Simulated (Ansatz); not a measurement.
Functionals compared on a constructed model of the (111)B surface of 3C silicon carbide, C-terminated, (√3x√3)R30° Ge adatom at H3 (bottom of the slab: 3 H on 3 bottom sites), in Ansatz (plane waves, PAW). The structure was relaxed with PBE; the other rows are single points on it. Cutoff 420 eV (500 eV for r2SCAN).

Slab: 28 atoms, 10.7 Å thick at the start with caps and adatoms (thin: gaps and levels are the slab's own); k 6x6x1, smearing 0.025 eV, dipole-corrected; 6 atoms held, the rest relaxed; held to the start's symmetry, so lower structures may exist; spin-polarised, ending with about 1.0 μB a cell; orders that need a larger cell were not tried, no spin-orbit, no U. In PBE it is, or lies within 0.01 eV a 1x1 cell of, the lowest of the 2 structures of its composition computed so far; subsurface sites and larger cells were not tried. These notes are the PBE run's. r2SCAN: The program's check for a lower electronic state was not made.

| functional | gap of the slab on its k-mesh (eV) | highest filled level below the top vacuum level (eV) | magnetic moment of the cell (μB) | rough cost of the single point |
|---|---|---|---|---|
| PBE | 0.24 | 4.72 | 1.00 | – |
| r2SCAN | (withheld) | (withheld) | 1.00 | roughly 4 core-minutes |

Question: Some entries are withheld; supply them.

Answer: 
- r2SCAN, gap of the slab on its k-mesh (eV): 0.53
- r2SCAN, highest filled level below the top vacuum level (eV): 4.98

Ansatz is an electronic-structure program.
